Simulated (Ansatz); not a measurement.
Results of PBEsol+SOC (PAW; Ansatz, a first-principles code) for PtCl2 (within 0.1 Å of Immm, No. 71, 6 atoms in the cell; start mp-1219748; a measured phase of this formula has another space group).

Run with plane-wave cutoff 520 eV, 10×10×6 k mesh (along the axes of the cell as run), Fermi–Dirac smearing 0.01 eV, PAW data made under PBE.

Cell (relaxed with PBE-D3(BJ)):

```cif
data_Cl4Pt2
_chemical_formula_sum 'Pt2 Cl4'
_space_group_name_H-M_alt 'P 1'
_space_group_IT_number 1
_cell_length_a 6.09453
_cell_length_b 6.09453
_cell_length_c 7.23108
_cell_angle_alpha 107.386
_cell_angle_beta 107.386
_cell_angle_gamma 32.941
loop_
_space_group_symop_operation_xyz
  'x, y, z'
loop_
_atom_site_label
_atom_site_type_symbol
_atom_site_fract_x
_atom_site_fract_y
_atom_site_fract_z
_atom_site_occupancy
Pt1 Pt 0.49999 0.49999 0.75001 1
Pt2 Pt 0.50001 0.50001 0.24999 1
Cl1 Cl 0.13910 0.13910 0.81918 1
Cl2 Cl 0.86090 0.86090 0.18082 1
Cl3 Cl 0.13912 0.13912 0.31918 1
Cl4 Cl 0.86088 0.86088 0.68082 1
```

Give the computed band gap, smallest direct gap on the k points sampled and direct gap at Γ.


- band gap: 0.59 eV (indirect)
- smallest direct gap on the k points sampled: 0.68 eV
- direct gap at Γ: 1.24 eV

Note: cell and atoms aren't relaxed at this level (pressure -1.6 GPa).

The computed numbers hold no vibrational or temperature effects.

A start named mp-… is a Materials Project structure, which need not be a measured phase.
